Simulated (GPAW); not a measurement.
GPAW run on YFe₂ (Fd-3m, 6 atoms in the cell): self-consistent single point.

Computed with LDA (Perdew-Wang 92), GPAW PAW datasets LDA (gpaw-data 1.0.1) (plane waves; GPAW).

The change in words: lattice scaled by 0.98. Reference geometry:
```xyz
6
Lattice="0.0000 3.6746 3.6746 3.6746 0.0000 3.6746 3.6746 3.6746 0.0000" Properties=species:S:1:pos:R:3 pbc="T T T"
Y      1.8373     1.8373     1.8373
Y      0.0000     0.0000     0.0000
Fe     4.5932     4.5932     4.5932
Fe     4.5932     2.7559     2.7559
Fe     2.7559     2.7559     4.5932
Fe     2.7559     4.5932     2.7559
```
Moments meant for the start (each program seeds them in its own way; μB, in the order of the atoms Y Y Fe Fe Fe Fe): 1.0 1.0 4.0 4.0 4.0 4.0.

Reference input (self-consistent single point, DFT LDA (Perdew-Wang 92), plane waves, GPAW PAW datasets LDA (gpaw-data 1.0.1)): spinpol = true; mode = pw; ecut = 850 eV; xc = LDA; kpts = 5 5 5; mesh shift (steps) = 0 0 0; occupations.name = methfessel-paxton; occupations.width = 0.272 eV; occupations.order = 0; nbands = -12; convergence.forces = 0.001 eV/Å; symmetry.symmorphic = false. This run's input differs from it in these lines:

```diff
@@ -5,11 +5,11 @@
 atoms = Atoms(['Y', 'Y', 'Fe', 'Fe', 'Fe', 'Fe'],
-              cell=[[0.000000, 3.674590, 3.674590],
-                    [3.674590, 0.000000, 3.674590],
-                    [3.674590, 3.674590, 0.000000]],
-              positions=[[1.837295, 1.837295, 1.837295],
+              cell=[[0.000000, 3.601098, 3.601098],
+                    [3.601098, 0.000000, 3.601098],
+                    [3.601098, 3.601098, 0.000000]],
+              positions=[[1.800549, 1.800549, 1.800549],
                          [0.000000, 0.000000, 0.000000],
-                         [4.593237, 4.593237, 4.593237],
-                         [4.593237, 2.755942, 2.755942],
-                         [2.755942, 2.755942, 4.593237],
-                         [2.755942, 4.593237, 2.755942]],
+                         [4.501372, 4.501372, 4.501372],
+                         [4.501372, 2.700823, 2.700823],
+                         [2.700823, 2.700823, 4.501372],
+                         [2.700823, 4.501372, 2.700823]],
               pbc=True)
```

Output, abridged:

```
     iter     time        total  log10-change:         magmom
                         energy   eigst   dens  force
iter:   1 --:--:--   -49.279382                          +18.0315
iter:   2 --:--:--   -51.697665   -0.49  -1.43           +11.6901
iter:   3 --:--:--   -52.153727   -1.34  -1.42           +7.0425
iter:   4 --:--:--   -52.877425   -1.68  -1.44           +6.3192
iter:   5 --:--:--   -52.849677   -2.42  -1.37           +6.3489
   [... 3 lines left out ...]
iter:   9 --:--:--   -51.745852   -1.75  -1.83           +6.2429
iter:  10 --:--:--   -51.727984   -2.39  -2.09           +6.3647
   [... lines left out ...]
iter:  21 --:--:--   -51.701243c  -5.96  -4.07c          +5.9413
iter:  22 --:--:--   -51.701339c  -6.06  -4.25c          +5.9373
iter:  23 --:--:--   -51.701286c  -6.33  -4.18c          +5.9390
iter:  24 --:--:--   -51.701267c  -6.63  -4.50c          +5.9417
iter:  25 --:--:--   -51.701290c  -6.84  -4.51c          +5.9376
iter:  26 --:--:--   -51.701304c  -7.02  -4.50c          +5.9372
iter:  27 --:--:--   -51.701308c  -7.26  -4.59c          +5.9369
iter:  28 --:--:--   -51.701312c  -7.46c -4.65c          +5.9364
iter:  29 --:--:--   -51.701308c  -7.49c -4.71c -16.50c   +5.9365
Converged after 29 iterations.

Dipole moment: (-10.606232, -10.606232, -10.606232) |e|*Ang

Total magnetic moment: (0.000000, 0.000000, 5.936505)
Local magnetic moments:
   0 Y  ( 0.000000,  0.000000, -0.195207)
   1 Y  ( 0.000000,  0.000000, -0.195207)
   2 Fe ( 0.000000,  0.000000,  1.681902)
   3 Fe ( 0.000000,  0.000000,  1.681902)
   4 Fe ( 0.000000,  0.000000,  1.681902)
   5 Fe ( 0.000000,  0.000000,  1.681902)

Energy contributions relative to reference atoms: (reference = -322207.530329)

Kinetic:        +18.174119
Potential:      -12.361534
External:        +0.000000
XC:             -57.278290
Entropy (-ST):   -0.213698
Local:           -0.128753
SIC:             +0.000000
--------------------------
Free energy:    -51.808157
Extrapolated:   -51.701308

Spin contamination: 0.917271 electrons
Showing only first 2 kpts
   [... lines left out ...]
Fermi level: 9.13941
No gap
   [... lines left out ...]
  0 Y     0.00000    0.00000    0.00000
  1 Y    -0.00000    0.00000   -0.00000
  2 Fe   -0.00000   -0.00000    0.00000
  3 Fe    0.00000   -0.00000    0.00000
  4 Fe   -0.00000    0.00000   -0.00000
  5 Fe    0.00000   -0.00000   -0.00000

Stress tensor:
     0.057439     0.000000    -0.000000
     0.000000     0.057439    -0.000000
    -0.000000    -0.000000     0.057439
Stress (GPa, Voigt): [ 9.2028  9.2028  9.2028 -0.     -0.      0.    ]
```

The run converged in 29 iterations. GPAW prints stress with tension positive. Against the reference run the free energy goes down by 70.3 meV/atom, the pressure goes from -14.10 to -9.20 GPa and the size of the net moment goes from 1.09 to 0.99 μB/atom.

The starting cell comes from a database of computed structures (which also holds hypothetical and non-ambient phases and stackings), without a prior relaxation at this level. For this run, on top of that: lattice scaled by 0.98. The magnetic order is the one reached from the typed start; others were not searched systematically. With a pressure of about -9 GPa the cell is away from its equilibrium volume at this level.

Cost on one core of a shared machine: roughly 3 min.
